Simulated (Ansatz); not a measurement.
Base system: GaN in the zinc blende structure (space group F-43m, No. 216; a = 4.4554 Å). Axes: x, y, z lie along the cube axes.

One thing is altered: the cell is compressed by 1.50 % along z with no lateral relaxation, atoms relaxed at fixed cell.

All numbers come from LDA/PAW in Ansatz (a program for electronic structure), no spin-orbit coupling.

Q: Give the band edges at the high-symmetry points of the new zone, measured from its valence-band maximum.

A: 
```
point  valence edge (eV)  conduction edge (eV)
-----  -----------------  --------------------
Γ                   0.00                  2.01
X                  -2.91                  3.26
P                  -3.99                  6.25
N                  -1.03                  4.82
M                  -3.04                  3.16
S                  -2.50                  4.76
S₀                 -2.50                  4.76
R                  -3.99                  6.11
G                  -3.99                  6.11
```

The gap is 2.01 eV, direct at Γ.

The cells carry an imposed strain or load. No phonon test of stability was made. This is not the structure that GaN has at room temperature and ambient pressure. k-point labels follow each cell's own Brillouin zone.
